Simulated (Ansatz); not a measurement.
Data:

```yaml
crystal:
  lattice:
    - [0.00000, 3.34570, 3.11736]
    - [3.34570, 0.00000, 3.11736]
    - [3.34570, 3.34570, 0.00000]
  atoms:
    - { symbol: Cd, position: [0.00000, 0.00000, 0.00000] }
    - { symbol: Te, position: [0.25000, 0.25000, 0.25000] }
```

All values below come from r2SCAN with spin-orbit coupling, rigid bands (plane waves, PAW; Ansatz, a first-principles code). Condition of this run: uniaxial stress zz = 1 GPa (compression positive) (the target of the relaxation). Geometry: cell and atoms relaxed with r2SCAN, then loaded as said.

Task: Predict the hole conductivity mass (n e² τ/σ) at 300 K, by direction if it differs.

Result: 0.55 (x), 0.55 (y), 0.24 (z) mₑ.

Task: What conductivity effective mass do dilute electrons have at 300 K?

Result: 0.095 (x), 0.095 (y), 0.093 (z) mₑ.

Task: And the band gap?

Result: 0.85 eV at this level; semilocal functionals usually fall short of the measured gap.

Rigid bands, one relaxation time for all states, no polarons.
